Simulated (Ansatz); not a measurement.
# Point defect Ir on the Ga site (Ir_Ga) in beta Ga2O3

These are PBE, PAW (plane waves to 420 eV; Ansatz, a quantum-chemistry and plane-wave program) values and carry that method's errors. The supercell holds 120 host sites (1×3×2 repeats of a cell of 20 atoms), with a 2×2×2 shifted k-point sampling for the final energies. Site at the start: the Ga(2) site. Charged cells carry a point-charge image correction with potential alignment at far atoms. Dielectric constants: PBE linear response of the host. Host gap at this level: 2.01 eV. These values are not converged in cell size to better than tenths of an eV. The semilocal functional narrows the gap, so deep levels can fall outside it. Spin–orbit coupling is left out, which matters for these heavy elements. Each state is the lowest found from its start.

Formation energies E_f are given with the Fermi level at the valence-band maximum. Chemical conditions: O-rich (Δμ(Ga) = -4.56 eV, Δμ(Ir) = -2.38 eV, bounded by rutile IrO2; only phases computed here count, gases as isolated molecules at 0 K). Reference phases: Ga: alpha gallium, Ir: fcc Ir.

Charges with a result: +2, +1, 0, −1. Others weren't obtained, and one of them could lie lower, also by skipping a charge.

```tsv
charge	moment (μB)	point group	largest move off a lattice site (Å)	image correction with alignment (eV)	E_f, O-rich (eV)	above the lowest spin state (eV)
+2	2.0	Cs	0.10	0.83	-0.24	0.00
+2†	not spin-polarised	–	0.09	0.82	–	0.34
+1	1.0	Cs	0.07	0.28	0.14	0.00
+1	1.0	Cs	0.07	0.28	0.14	0.00
0	0.0	Cs	0.09	0.00	1.54	0.00
0	not spin-polarised	Cs	0.09	0.00	1.54	0.00
−1*	quenched	Cs	0.09	–	–	0.00
−1*	quenched	Cs	0.09	–	–	0.00
```

* At this level the carrier isn't localised at the defect: at charge −1 electrons occupy the conduction band. Such a state is shallow or no state of the defect, and this cell gives it no level.

† A state of higher energy that isn't settled.

Point groups are those of the whole cell at tolerances of 0.03 and 0.1 Å ("near" where only the looser one holds); none is given for unsettled states.

Starting moments that weren't kept: charge +2 began with 4 μB and ended with 2.0; charge +1 began with 5 μB and ended with 1.0; charge 0 began with 4 μB and ended with 0.0; charge −1 began with 1 μB and ended with 0.0; charge −1 began with 3 μB and ended with 0.0.

Transition levels above the valence-band maximum: ε(+2/+1) = 0.38 eV; ε(+1/0) = 1.40 eV. On the lower envelope of the bound states, inside the gap: (+2/+1) at 0.38 eV; (+1/0) at 1.40 eV.

Flagged in the runs: a host whose relaxation on this sampling wasn't shown to rest.
